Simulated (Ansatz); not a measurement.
**Ba₂InSbO₆ (model structure, started from the Ba2BiTaO6 type, R-3, No. 148, 10 atoms in the cell)**

All values below come from HSE06 (Ansatz, a quantum-chemistry and plane-wave program, plane waves, PAW).

Settings: plane-wave cutoff 460 eV, 6×6×6 k mesh, Fermi–Dirac smearing 0.01 eV, scalar-relativistic PAW data made under PBE.

Cell (relaxed with PBEsol):

Space group R-3, hexagonal axes (No. 148); a = b = 5.8538 Å, c = 14.2935 Å, α = β = 90.00°, γ = 120.00°

| atom | site | symmetry | x | y | z |
|---|---|---|---|---|---|
| Ba | 6c | 3. | 0.0000 | 0.0000 | 0.2500 |
| Sb | 3b | -3. | 0.0000 | 0.0000 | 0.5000 |
| In | 3a | -3. | 0.0000 | 0.0000 | 0.0000 |
| O | 18f | 1 | 0.1493 | 0.3460 | 0.0863 |
(The calculation used a cell of 10 atoms; values per cell refer to that cell.)

```json
{
  "band_gap": "2.79 eV (on the SCF k mesh)",
  "smallest_direct_gap_on_the_k_points_sampled": "2.81 eV"
}
```

Note: the relaxation could raise the start's symmetry but not lower it, so the cell can be a saddle point; cell and atoms aren't relaxed at this level (largest force component 0.27 eV/Å).

Spin–orbit coupling is not included.

The computed numbers hold no vibrational or temperature effects.

A model structure was made by putting elements into a prototype or built by hand; it is no filed structure, need not be a known phase, and can be a saddle point held by its symmetry.
